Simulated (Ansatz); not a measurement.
## Pressure series in AlV2C

The parent structure is AlV₂C (space group P6_3/mmc, No. 194; a = 2.905 Å, c = 13.134 Å).

Cell and atoms are relaxed at each pressure.

Computed with PBE in Ansatz (plane waves to 420 eV, PAW, scalar-relativistic without spin-orbit coupling), earlier PAW set.

| pressure (GPa) | volume per atom (Å³/atom) |
|---|---|
| -2 | 12.146 |
| -1 | 12.073 |
| 0 | 12.002 |
| 0.3 | 11.982 |
| 1.5 | ? |
| 3 | 11.804 |
| 5 | 11.679 |
| 7.5 | 11.534 |
| 10 | 11.398 |

### Question
Fit the third-order Birch–Murnaghan form P(V) = (3B₀/2)[(V₀/V)^(7/3) − (V₀/V)^(5/3)]·[1 + (3/4)(B₀′ − 4)((V₀/V)^(2/3) − 1)] (squares taken in P) to the rows shown and predict the withheld row.

### Answer
Least squares on the printed values gives V₀ = 12.002 Å³/atom, B₀ = 173 GPa, B₀′ = 4.4; this predicts 11.901 Å³/atom, and the run gives 11.901 Å³/atom, in agreement.

Load acts through the strain it causes; cell and atoms are relaxed under it. No phonon test of stability was made. No other phases were tried under pressure. Seeded moments were not kept for the base. All final runs are without spin polarisation.

Ansatz is an electronic-structure program.
